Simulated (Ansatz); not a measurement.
Abridged Ansatz (a quantum-chemistry and plane-wave program) output:

```
Pseudopotential: Cs, paw, valence charge 9
Crystal: 1 atoms, lattice volume = 116.700 Å³
Basis set: ecut = 420 eV, 2243 PW (Γ), exchange–correlation on 72×72×72 points (8 copies of the dense FFT grid, shifted against one another)
Bands: 9, of which v1, the nominal top of the filled ones, is band 5 counted from 1 (4 counted from 0)
Symmetry: 48 space group operations
k-points: 56 of 1331
Functional: x = pbe(κ = 0.804, μ = 0.2195149727645171), c = pbe(β = 0.06672455060314922)
SCF iter   1: F=—  HF=-5670.769788 eV  |F-HF|=—  |Δ(HF+E_count)|=         —  Δρ=2.47e-4  dr2=4.32e-5  ethr=1.77e-3  ⟨swp⟩=6.0  Hψ=4280  notcnv=0
SCF iter   2: F=—  HF=-5670.770120 eV  |F-HF|=—  |Δ(HF+E_count)|=   3.31e-4  Δρ=1.47e-4  dr2=3.14e-5  ethr=4.80e-7  ⟨swp⟩=3.6  Hψ=1441  notcnv=0
SCF 1 converged in 7 iterations: F = -5670.770152 eV  dr2 = 7.49e-12
SCF converged after 7 iterations
Free energy (F): -5670.770152 eV
Internal energy: -5670.760643 eV  (E = F + TS)
E sigma→0 (E₀):  -5670.765398 eV
Entropy (-TS):   -0.009509 eV (-9.509 meV/atom)
Fermi energy:    2.173909 eV
--- Forces (eV/Å), atoms counted from 1 ---
  atom   1  Cs     0.00000000    -0.00000000     0.00000000
--- Stress (GPa, compression-positive) ---
       -0.000535       0.000000      -0.000000
        0.000000      -0.000535      -0.000000
       -0.000000      -0.000000      -0.000535
  P = ⅓ Tr σ = -0.0005 GPa (-0.005 kbar)
```

Task: What was computed, and what are the main results?

Result: Cs, 1 atom in the cell, with Ansatz, PBE, PAW, cutoff 420 eV, no spin-orbit coupling. The last SCF converged to F = -5670.770152 eV, or -5670.7702 eV per atom, at a pressure of 0.00 GPa. The total energy compares only with runs of the same code, potentials and settings.

Whether these cells are dynamically stable was not tested. All final runs are without spin polarisation. The cell is Cs in the bcc (W type) structure (space group Im-3m, No. 229).
